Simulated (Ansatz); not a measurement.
Ansatz (a quantum-chemistry and plane-wave program) run on SiO2 (P4_2/mnm, 6 atoms in the cell): self-consistent single point.

Method of the run: LDA (PW92), default PAW files made with PBE (plane waves; Ansatz).

```yaml
crystal:
  lattice:
    - [4.16205, 0.00000, 0.00000]
    - [0.00000, 4.16205, 0.00000]
    - [0.00000, 0.00000, 2.64824]
  atoms:
    - { symbol: Si, position: [0.50000, 0.50000, 0.50000] }
    - { symbol: Si, position: [0.00000, 0.00000, 0.00000] }
    - { symbol: O, position: [0.69316, 0.69316, 0.00000] }
    - { symbol: O, position: [0.30684, 0.30684, 0.00000] }
    - { symbol: O, position: [0.80684, 0.19316, 0.50000] }
    - { symbol: O, position: [0.19316, 0.80684, 0.50000] }
```

Reference input (self-consistent single point, DFT, PBE, plane waves, default PAW files): kpoints.mp_grid.grid = 4 4 6; hamiltonian.xc = pbe; hamiltonian.pseudopotentials = {kind: paw} (the program's default PAW files); scf.occupations.method = fixed. This run's input differs from it in these lines:

Ansatz 0.2 input:
```diff
@@ -16,3 +16,3 @@
 hamiltonian:
-  xc: pbe
+  xc: lda
   pseudopotentials: { kind: paw }
```

Output (repeated stretches shortened):

```
SCF iter   1: F=—  HF=-3445.444076 eV  |F-HF|=—  |Δ(HF+E_count)|=         —  Δρ=1.48e-2  dr2=7.89e-2  ethr=1.77e-3  ⟨swp⟩=4.4  Hψ=2411  notcnv=0  defer=95
all-band conjugate gradients solve this SCF's bands
preconditioner: auto → none
SCF iter   2: F=—  HF=-3445.420811 eV  |F-HF|=—  |Δ(HF+E_count)|=   2.33e-2  Δρ=5.72e-3  dr2=5.53e-3  ethr=2.47e-4  ⟨swp⟩=2.4  Hψ=1064  notcnv=0  defer=96
SCF iter   3: F=—  HF=-3445.418701 eV  |F-HF|=—  |Δ(HF+E_count)|=   2.11e-3  Δρ=1.90e-3  dr2=5.13e-4  ethr=1.73e-5  ⟨swp⟩=2.0  Hψ=830  notcnv=0  defer=96
SCF iter   4: F=—  HF=-3445.418487 eV  |F-HF|=—  |Δ(HF+E_count)|=   2.14e-4  Δρ=1.60e-4  dr2=3.80e-6  ethr=1.60e-6  ⟨swp⟩=1.0  Hψ=487  notcnv=0  defer=90
SCF iter   5: F=—  HF=-3445.418488 eV  |F-HF|=—  |Δ(HF+E_count)|=   1.56e-6  Δρ=1.71e-5  dr2=4.38e-8  ethr=1.19e-8  ⟨swp⟩=2.5  Hψ=827  notcnv=0  defer=50
SCF iter   6: F=-3445.418488 eV  HF=-3445.418488 eV  |F-HF|=7.52e-10  |Δ(HF+E_count)|=   8.25e-9  Δρ=2.05e-6  dr2=1.21e-9  ethr=1.37e-10  ⟨swp⟩=8.1  Hψ=2691  notcnv=0
SCF 1 converged in 6 iterations: F = -3445.418488 eV  dr2 = 1.21e-9
Free energy (F): -3445.418488 eV
Internal energy: -3445.418488 eV  (E = F + TS)
E sigma→0 (E₀):  -3445.418488 eV
Fermi energy:    10.513414 eV
--- Forces (eV/Å), atoms counted from 1 ---
  atom   1  Si    -0.00000000     0.00000000     0.00000000
  atom   2  Si    -0.00000000    -0.00000000     0.00000000
  atom   3  O      0.15765558     0.15765558     0.00000000
  atom   4  O     -0.15765558    -0.15765558     0.00000000
  atom   5  O     -0.15765558     0.15765558     0.00000000
  atom   6  O      0.15765558    -0.15765558     0.00000000
--- Stress (GPa, compression-positive) ---
        0.725902       0.000000       0.000000
        0.000000       0.725902       0.000000
        0.000000       0.000000       3.247900
  P = ⅓ Tr σ = 1.5666 GPa (15.666 kbar)
  The stress holds the Pulay correction. Without it, at fixed plane waves, as pw.x and ABINIT print it: P = 0.1221 GPa
```

The run converged in 6 iterations. Against the reference run the pressure goes from 16.79 to 1.57 GPa, the largest force goes from 0.358 to 0.223 eV/Å and the gap on the mesh goes from 5.934 to 5.911 eV.

The starting cell comes from a database of computed structures (which also holds hypothetical and non-ambient phases and stackings), without a prior relaxation at this level. Its lattice was rescaled by a random factor within 2.5 % of one. Ansatz's pressure includes its estimate of the finite-basis (Pulay) stress. Without the estimate this run gives 0.12 GPa.
